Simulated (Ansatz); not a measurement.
The starting structures come from a database of crystals and need not be the phases stable at ambient conditions.

 Where the default PAW files enter, the runs use the earlier of Ansatz's two default sets.

# Evanescent states of Ca4Bi2O (I4/mmm, not sure to be the ambient phase, 7 atoms a cell, 26.7 Å³ an atom) along the normal of (101)

Calculation: r2SCAN (plane waves, PAW; Ansatz, a first-principles code).

The gap is the functional's own, uncorrected, and κ follows it; spin-orbit coupling is left out. Mid-gap values are interpolated between the computed energies.

Energies count from the valence-band top; κ is the least over a 8×4 mesh across the current.

```csv
E (eV),κ (1/Å),where
0.04,0.029,Γ
0.10,0.050,Γ
0.17,0.063,Γ
0.24,0.072,Γ
0.32,?,Γ
0.39,?,Γ
0.46,?,Γ
0.53,?,Γ
0.59,?,Γ
0.67,?,Γ
0.73,?,off Γ
0.81,?,off Γ
0.88,?,off Γ
0.94,0.087,off Γ
1.01,0.078,off Γ
1.08,0.064,off Γ
1.16,0.041,off Γ
```

Q: What belongs in the gaps?

A: 
- 0.32, κ (1/Å): 0.080
- 0.39, κ (1/Å): 0.086
- 0.46, κ (1/Å): 0.091
- 0.53, κ (1/Å): 0.096
- 0.59, κ (1/Å): 0.099
- 0.67, κ (1/Å): 0.102
- 0.73, κ (1/Å): 0.103
- 0.81, κ (1/Å): 0.099
- 0.88, κ (1/Å): 0.094
